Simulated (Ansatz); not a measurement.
# Al with two functionals, Li interstitial (started 2.00 Å from the nearest host atom)

Consider a 12-atom supercell of Al in the fcc (Cu type) structure (space group Fm-3m, No. 225; a = 4.040 Å) at its relaxed geometry.

(Cell as relaxed with PBE.)

Levels (all Ansatz, a quantum-chemistry and plane-wave program, PAW): PBE (420 eV, no spin-orbit coupling); r2SCAN (500 eV, no spin-orbit coupling).

Each level relaxes its own structure.

Now apply this change: one Li atom is added in an open site, starting 2.02 Å from the nearest host atom, atoms relaxed at fixed cell, starting from a slightly rattled geometry.

```csv
quantity,PBE,r2SCAN
pressure,9.3 GPa,[?]
final site of the added atom,8 Al at 2.17–2.80 Å,[?]
largest displacement of a host atom from its site in the perfect cell,0.52 Å,[?]
```

Q: Given the PBE results, estimate those of r2SCAN.

A: 
- pressure, r2SCAN: 10.1 GPa
- final site of the added atom, r2SCAN: 9 Al at 2.13–3.34 Å
- largest displacement of a host atom from its site in the perfect cell, r2SCAN: 0.42 Å

PBE's pressure lies 0.8 GPa below r2SCAN's; they disagree on the final site of the added atom; PBE's largest displacement of a host atom from its site in the perfect cell lies 0.10 Å above r2SCAN's. Neither level is exact; r2SCAN is the comparison here, not a measurement.

The cell is small, so the values are those of an ordered compound at a high defect concentration; dilute-limit values will differ.
